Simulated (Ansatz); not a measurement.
# BaB6 (space group Pm-3m, No. 221)

```cif
data_B6Ba
_chemical_formula_sum 'Ba1 B6'
_space_group_name_H-M_alt 'Pm-3m'
_space_group_IT_number 221
_space_group_name_Hall '-P 4 2 3'
_cell_length_a 4.24130
_cell_length_b 4.24130
_cell_length_c 4.24130
_cell_angle_alpha 90.000
_cell_angle_beta 90.000
_cell_angle_gamma 90.000
loop_
_atom_site_label
_atom_site_type_symbol
_atom_site_symmetry_multiplicity
_atom_site_Wyckoff_symbol
_atom_site_fract_x
_atom_site_fract_y
_atom_site_fract_z
_atom_site_occupancy
Ba1 Ba 1 a 0.00000 0.00000 0.00000 1
B1 B 6 f 0.20461 0.50000 0.50000 1
```

All numbers come from plane-wave PAW DFT at the PBEsol level (Ansatz, an electronic-structure program, 420 eV), spin-orbit coupling left out. Settings: 8×8×8 k-points, 0.05 eV Fermi–Dirac smearing.

| Quantity | Result |
|---|---|
| Volume per atom | 10.90 Å³ |
| Density | 4.40 g/cm³ |
| Band gap | zero |
| Total energy | -968.814 eV/atom (σ→0; compares only within this code and set-up) |

No phonon test of stability was made. All final runs are without spin polarisation. Gaps under 0.05 eV, about the width of the smearing, are given as zero. A zero or small gap of BaB6 can be the functional's error rather than a property of the material.
